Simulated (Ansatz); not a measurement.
Levels about the gap of amorphous Al28O43K2 (73 atoms in a cell of 830 Å³, 3.04 g/cm³; zone centre alone, so wide bands show as single levels with stretches between that a denser mesh fills), at the geometry that PBE relaxed, where it gives 2.3 GPa on a denser mesh. The participation number counts the atoms over which a state spreads; weights are charges in smoothed Voronoi cells. The levels come from a single point, so bond lengths are those of that geometry. Method of the levels: r2SCAN, scalar-relativistic without spin-orbit coupling (Ansatz, a program for electronic structure). Sampling: the zone centre alone; Fermi-Dirac width 0.02 eV; no spin polarisation. At PBE the levels at the filled edge of the gap are localised (band-tail or defect states), and the nearest spread-out levels lie 3.9 eV apart at the zone centre.

The cell was made by melting and quenching with the CHGNet potential and then relaxed with DFT. O atoms were pushed apart under 1.9 Å during the dynamics, to hinder bonds among them. The hot cell started wider than the set density and was brought back towards it in steps. It is the lowest in DFT energy of 2 quenches. It is a model cell: composition and starting density were chosen by hand, and all elements were melted together. No dispersion term was used. Its density started from a set value of 3.04 and ended at 3.04 g/cm³. The quench (nominally 340 K/ps over its main leg) was far faster than any real one, so the model tends to hold more defects than a real film. A cell of this size samples the disorder only roughly. The volume was held where the preparation left it and the shape relaxed, at a PBE pressure of 2.3 GPa. Stress components on the final sampling reach 2.3 GPa.

```csv
"E - E(highest filled), eV",filling,participation number,largest on,weight O,weight Al,weight K
-0.81,filled,14.0,"O, 4 neighbours",0.94,0.05,0.01
-0.72,filled,5.9,"O, 3 neighbours",0.94,0.06,0.00
-0.59,filled,5.7,"O, 2 neighbours",0.94,0.05,0.00
-0.51,filled,5.4,"O, 2 neighbours",0.94,0.05,0.00
-0.47,filled,5.3,"O, 2 neighbours",0.94,0.06,0.00
-0.13,filled,3.3,"O, 2 neighbours",0.95,0.05,0.00
0.00,filled,2.5,"O, 3 neighbours",0.95,0.05,0.00
3.77,empty,64.5,"Al, 4 neighbours",0.59,0.36,0.05
5.79,empty,22.9,"Al, 4 neighbours",0.60,0.36,0.04
6.01,empty,35.3,"Al, 4 neighbours",0.59,0.33,0.08
6.11,empty,34.0,"Al, 4 neighbours",0.61,0.36,0.03
6.17,empty,34.3,"K, 10 neighbours",0.58,0.28,0.14
6.33,empty,45.5,"Al, 4 neighbours",0.62,0.35,0.03
6.58,empty,36.5,"Al, 5 neighbours",0.63,0.32,0.05
```

Most localised among these is the filled level at +0.00 eV, on a O atom, which has 3 neighbours (Al 1.71 Å, Al 1.73 Å, K 2.58 Å).
